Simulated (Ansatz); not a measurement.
The starting structures come from a database of crystals and need not be the phases stable at ambient conditions.

 Where the default PAW files enter, the runs use the earlier of Ansatz's two default sets.

Crystal: Li2O2 (P6_3/mmc, not sure to be the ambient phase, 8 atoms a cell, 7.9 Å³ an atom); planes in its conventional cell.

Computed with r2SCAN (plane waves, PAW; Ansatz, a program for electronic structure).

The gap is the functional's own, uncorrected, and κ follows it; spin-orbit coupling is left out. Mid-gap values are interpolated between the computed energies.

| plane | area of the cell (Å²) | mid-gap κ (1/Å) | largest κ in the gap (1/Å) |
|---|---|---|---|
| (110) | 40.7 | 0.44 | 0.47 |
| (001) | 8.3 | … | … |
| (100) | 23.5 | 0.47 | … |
| (111) | 41.5 | … | 0.47 |

Problem. The slowest decay depends on the direction. Supply the withheld values.

Solution. 
- (001), mid-gap κ (1/Å): 0.33
- (001), largest κ in the gap (1/Å): 0.39
- (100), largest κ in the gap (1/Å): 0.50
- (111), mid-gap κ (1/Å): 0.45
